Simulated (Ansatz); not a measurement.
An Ansatz (a quantum-chemistry and plane-wave program) run: Rh with a change (uniaxial strain ε_zz = −1.00 %); r2SCAN (Ansatz; PAW; 500 eV plane waves; no spin-orbit coupling).

Input:

Ansatz 0.2 input:
```yaml
crystal:
  lattice:
    - [0, 1.9007683367, 1.8817606533]
    - [1.9007683367, 0, 1.8817606533]
    - [1.9007683367, 1.9007683367, 0]
  atoms:
    - { symbol: Rh, position: [0, 0, 0] }
basis: { ecutwfc: 500, ecutrho_ratio: 4, xc_grid: 4, fft_grid_basis: typed }
kpoints: { mp_grid: { grid: [30, 30, 30] } }
hamiltonian:
  xc: r2scan
  dispersion: none
  pseudopotentials: { kind: paw }
scf: { occupations: { method: fermi_dirac, width: 0.1 }, convergence: { dr2_threshold: 0.0000000001 } }
relax: { f_tol: 0.005, max_steps: 50 }
output: { forces: true, stress: true }
checkpoint: { write: state.ck, write_every: 1000 }
```

Output (explanatory and most iteration lines left out):

```
Relaxation: its limit of steps is 50 (relax.max_steps)
Pseudopotential: Rh, paw, valence charge 17
Crystal: 1 atoms, lattice volume = 13.597 Å³
Basis set: ecut = 500 eV, 331 PW (Γ), exchange–correlation on 80×80×80 points (64 copies of the dense FFT grid, shifted against one another)
Bands: 13, of which v1, the nominal top of the filled ones, is band 9 counted from 1 (8 counted from 0)
Symmetry: 16 space group operations
Space group: I4/mmm (ITA 139), of the structure as read, at distance tolerance 2.4e-5 Å
k-points: 1992 of 27000
Functional: x = r2scan, c = r2scan; τ floored in thin density (d = 2e-4 eV/Å³)
SCF iter   1: F=—  HF=-6415.280402 eV  |F-HF|=—  |Δ(HF+E_count)|=         —  Δρ=1.02e-2  dr2=4.00e-3  dr2_τ=1.01e-2  ethr=1.77e-3  ⟨swp⟩=5.3  Hψ=147667  notcnv=0
SCF iter   2: F=—  HF=-6415.291744 eV  |F-HF|=—  |Δ(HF+E_count)|=   1.13e-2  Δρ=5.48e-3  dr2=1.24e-3  dr2_τ=2.02e-4  ethr=2.35e-5  ⟨swp⟩=2.0  Hψ=59551  notcnv=0
SCF 1 converged in 8 iterations: F = -6415.292073 eV  dr2 = 2.79e-11
relax step   1: F+E_penalty+E_count = -6415.29207320 eV  Δ(F+E_penalty+E_count) = +0.000e0 eV  max|allowed force component| = 0.000e0 eV/Å  Δτ_max = 0.0000 Å  (8 SCF iters, accepted)
Crystal: 1 atoms, lattice volume = 13.597 Å³
SCF iter   1: F=—  HF=-6415.292073 eV  |F-HF|=—  |Δ(HF+E_count)|=         —  Δρ=5.27e-7  dr2=2.79e-11  dr2_τ=1.23e-12  ethr=1.00e-12  ⟨swp⟩=1.2  Hψ=154254  notcnv=0
SCF iter   2: F=-6415.292073 eV  HF=-6415.292073 eV  |F-HF|=1.27e-11  |Δ(HF+E_count)|=  3.64e-11  Δρ=3.08e-7  dr2=6.37e-12  dr2_τ=6.15e-13  ethr=1.00e-12  ⟨swp⟩=3.9  Hψ=73703  notcnv=0
SCF 2 converged in 2 iterations: F = -6415.292073 eV  dr2 = 6.37e-12
SCF converged after 2 iterations
Free energy (F): -6415.292073 eV
Internal energy: -6415.250648 eV  (E = F + TS)
E sigma→0 (E₀):  -6415.271361 eV
Entropy (-TS):   -0.041425 eV (-41.425 meV/atom)
Fermi energy:    22.517737 eV
--- Forces (eV/Å), atoms counted from 1 ---
  atom   1  Rh    -0.00000000    -0.00000000    -0.00000000
--- Stress (GPa, compression-positive) ---
        2.067835       0.000000      -0.000000
        0.000000       2.067835      -0.000000
       -0.000000      -0.000000       4.570510
  P = ⅓ Tr σ = 2.9021 GPa (29.021 kbar)
--- Relaxed structure (1 steps of the walk, 1 accepted, 0 SCFs on fresh bases) ---
  atoms:
    - { symbol: Rh, position: [0.0, 0.0, 0.0] }
```

Whether these cells are dynamically stable was not tested. All final runs are without spin polarisation. The cell was made from Rh in the fcc (Cu type) structure (space group Fm-3m, No. 225) by this change: uniaxial strain ε_zz = −1.00 %.
